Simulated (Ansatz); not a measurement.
The starting structures come from a database of crystals and need not be the phases stable at ambient conditions.

By PBEsol, the system below comes out a metal.

Crystal: SnPt (P6_3/mmc, NiAs type, not sure to be the ambient phase, 4 atoms a cell, 20.4 Å³ an atom, -2 GPa at this level); planes in its conventional cell.

Calculation: PBEsol (plane waves, PAW; Ansatz, an electronic-structure program).

G/A = (e²/h) × open channels of both spins per area, as a mean over 0.1 eV about the Fermi level, without spin-orbit coupling, for the cells as given.

| plane | area (Å²) | G/A (10¹⁵ S/m²) |
|---|---|---|
| (001) | 14.9 | 0.59 |
| (100) | 22.7 | (withheld) |

What belongs in the gaps?


- (100), G/A (10¹⁵ S/m²): 0.84
